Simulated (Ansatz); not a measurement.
Stishovite (SiO2), treated with RPBE (PAW; Ansatz, a first-principles code).

Numerical settings: plane-wave cutoff 520 eV, 8×8×12 k mesh (along the axes of the cell as run), Fermi–Dirac smearing 0.01 eV, scalar-relativistic PAW data made under PBE.

Shape and atoms are relaxed at each volume.

Pressure at four volumes; x = ln(V/8.218 Å³). One pressure is withheld.

```tsv
V (Å³/atom)	x	P (GPa)
7.889	-0.0409	10.94
8.218	0.0000	0.00
8.382	0.0198	-4.37
8.546	0.0391	?
```

**Question.** Pass a parabola P(x) through the three rows shown, estimate the bulk modulus and its pressure derivative near zero pressure, and predict the withheld pressure.

**Answer.** Slopes between the rows: (0.00 − (10.94))/(0.0000 − (-0.0409)) = -267.48 and (-4.37 − (0.00))/(0.0198 − (0.0000)) = -220.71 GPa. Their difference over the span 0.0607 is c = 46.77/0.0607 = 770.5 GPa, so P(x) = 10.94 + (-267.48)(x − (-0.0409)) + 770.5 (x − (-0.0409))(x − (0.0000)). At the middle row B = −dP/dx = −[-267.48 + 770.5 × 0.0409] = 236.0 GPa, and B′ = dB/dP = 2c/B = 6.5. At x = 0.0391 the parabola gives -8.05 GPa; the run gives -8.06 GPa. The Birch–Murnaghan fit to the energies at all volumes has B0 = 235 GPa and B′ = 6.6.

Measured, for comparison: bulk modulus 310 ± 1 GPa (300 K, not corrected to a static lattice; as tabulated in arXiv:1001.2066). Computed (rounded) less measured: bulk modulus -24 %.

Note: the bulk modulus comes from volumes at which shape and atoms were relaxed.
